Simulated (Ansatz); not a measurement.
Where the default PAW files enter, the runs use the earlier of Ansatz's two default sets.

## Evanescent states of LiBr (Fm-3m, rock salt, 2 atoms a cell, 20.2 Å³ an atom) along the normal of (110)

Method: PBEsol (plane waves, PAW; Ansatz, a first-principles code).

No gap correction and no spin-orbit coupling; mid-gap values are interpolated between computed energies.

Energies count from the valence-band top; κ is the least over a 8×6 mesh across the current.

```json
[
 {"E (eV)": "0.12", "κ (1/Å)": "0.103", "where": "Γ"},
 {"E (eV)": "0.34", "κ (1/Å)": "0.169", "where": "Γ"},
 {"E (eV)": "0.57", "κ (1/Å)": "0.210", "where": "Γ"},
 {"E (eV)": "0.81", "κ (1/Å)": "0.240", "where": "Γ"},
 {"E (eV)": "1.03", "κ (1/Å)": "0.262", "where": "Γ"},
 {"E (eV)": "1.26", "κ (1/Å)": "0.279", "where": "Γ"},
 {"E (eV)": "1.50", "κ (1/Å)": "0.291", "where": "Γ"},
 {"E (eV)": "1.73", "κ (1/Å)": "0.301", "where": "Γ"},
 {"E (eV)": "1.96", "κ (1/Å)": "0.307", "where": "Γ"},
 {"E (eV)": "2.19", "κ (1/Å)": "0.311", "where": "Γ"},
 {"E (eV)": "2.42", "κ (1/Å)": "0.312", "where": "Γ"},
 {"E (eV)": "2.65", "κ (1/Å)": "0.311", "where": "Γ"},
 {"E (eV)": "2.88", "κ (1/Å)": "0.307", "where": "Γ"},
 {"E (eV)": "3.10", "κ (1/Å)": "0.301", "where": "Γ"},
 {"E (eV)": "3.33", "κ (1/Å)": "0.291", "where": "Γ"},
 {"E (eV)": "3.56", "κ (1/Å)": "0.279", "where": "Γ"},
 {"E (eV)": "3.79", "κ (1/Å)": "0.263", "where": "Γ"},
 {"E (eV)": "4.03", "κ (1/Å)": "0.242", "where": "Γ"},
 {"E (eV)": "4.25", "κ (1/Å)": "0.215", "where": "Γ"},
 {"E (eV)": "4.49", "κ (1/Å)": "0.179", "where": "Γ"},
 {"E (eV)": "4.71", "κ (1/Å)": "0.123", "where": "Γ"}
]
```

Problem. How thick must the barrier be to attenuate the transmission by 10^4 when the electrodes' Fermi level lies at 3.10 eV, and what attenuation does that film give at 4.49 eV?

Solution. d = 4 ln 10 / (2 × 0.301) = 15.3 Å. At 4.49 eV it gives 4 × 0.179/0.301 = 2.4 decades.
